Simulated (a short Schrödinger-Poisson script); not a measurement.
Structure: MOS inversion layer, SiO2 on p-type Si(100), at 150 K.

From the gate side: 2.6 nm SiO2; 300 nm Si, acceptors 2e18 cm⁻³.

The device is made up for the run: typed textbook-type constants, with dimensions and the other settings drawn at random. SiO2: permittivity 3.9, conduction-band edge (eV) 3.15, gap (eV) 9, electron mass (mₑ) 0.5. Si: permittivity 11.7, conduction-band edge (eV) 0, gap (eV) 1.124, Nv at 300 K (cm⁻³) 3.1e19.

Channel valleys (confinement mass, in-plane density-of-states mass, number): Δ2 0.916, 0.19, 2; Δ4 0.19, 0.417, 4. At the gate the conduction-band edge of layer 1 lies 3.46 eV − eVg above the Fermi level of the channel; the field vanishes at the back. Gaps are held at their typed values at every temperature. Mesh 0.03 nm at interfaces.

Solved with a short Schrödinger-Poisson script written for these runs: 1D Poisson equation in equilibrium, electrons quantum, Hartree (BenDaniel-Duke, 12 states a valley, the channel's in-plane mass for all, wave functions ending at the dielectric), parabolic valleys, classical holes, full ionisation, no traps, pinning or gate leakage.

| Vg (V) | electrons (cm⁻²) | C (μF/cm²) | Δ2 E0 (meV from the Fermi level) | Δ4 E0 (meV from the Fermi level) |
|---|---|---|---|---|
| 1.1 | 6.12e10 | 0.579 | 45.2 | 149.0 |
| 1.2 | 5.19e11 | 0.992 | 16.1 | 122.1 |
| 1.3 | 1.15e12 | 1.08 | 3.8 | 111.9 |
| 1.4 | 1.82e12 | 1.11 | -4.5 | 105.6 |
| 1.5 | 2.50e12 | 1.12 | -11.2 | 101.0 |
| 1.6 | 3.20e12 | 1.13 | -17.1 | 97.1 |
| 1.7 | 3.90e12 | 1.14 | -22.5 | 93.6 |
| 1.8 | 4.61e12 | 1.14 | -27.5 | 90.4 |
| 1.9 | 5.32e12 | 1.15 | -32.4 | 87.3 |
| 2 | 6.03e12 | 1.15 | -37.2 | 84.3 |
| 2.1 | 6.75e12 | 1.15 | -41.9 | 81.4 |
| 2.2 | 7.46e12 | 1.16 | -46.5 | 78.5 |
| 2.3 | 8.18e12 | 1.16 | -51.1 | 75.7 |
| 2.4 | 8.90e12 | 1.16 | -55.6 | 72.8 |

Gate voltages with under 1e9 electrons/cm² are left out.

**Question.** At Vg = 2.4 V the lowest Δ2 subband lies at -55.6 meV from the Fermi level. How many electrons does it hold, and what share of all?

**Answer.** The two-dimensional density of states is g m/(πħ²) = 1.59e11 cm⁻² meV⁻¹ (both spins), kT = 12.9 meV, so n = D kT ln(1 + exp(−E/kT)) = 8.86e12 cm⁻², 1.00 of the 8.90e12 cm⁻² in all.

**Question.** Compare the slope of the sheet density between 2.2 and 2.4 V with the geometric capacitance of the layers between gate and channel.

**Answer.** q Δn/ΔV = 1.15 μF/cm²; ε0/Σ(t/ε) = 1.33 μF/cm². The ratio is 0.87: the channel acts as a further capacitance in series.
